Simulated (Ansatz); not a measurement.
The starting structures come from a database of crystals and need not be the phases stable at ambient conditions.

Consider the following.

```xyz
10
Lattice="5.5162 0.0000 0.0000 -2.7581 4.7772 0.0000 2.7581 1.5924 4.8637" Properties=species:S:1:pos:R:3 pbc="T T T"
In     5.5162     3.1848     4.5166
In     0.0000     3.1848     0.3471
In     2.7581     1.5924     2.7789
In     2.7581     4.7772     2.0848
O      1.1226     1.5924     1.2159
O      4.3936     4.7772     3.6478
O      0.8178     4.9532     1.2159
O      4.6984     1.4164     3.6478
O      3.5759     3.0088     1.2159
O      1.9403     3.3608     3.6478
```

Space group of this cell: R-3c, corundum. The cell is taken as given; by r2SCAN its mean pressure is -0.9 GPa.

Transport runs along the normal of the first two printed cell vectors, the (001) plane of the conventional cell.

No gap correction and no spin-orbit coupling; mid-gap values are interpolated between computed energies.

Question: Estimate the band gap and the smallest decay constant κ at mid-gap that Ansatz (a quantum-chemistry and plane-wave program) with r2SCAN returns for this system.

Answer: Gap 1.77 eV on a 8×8×8 mesh; κ = 0.162 1/Å, at the zone centre.
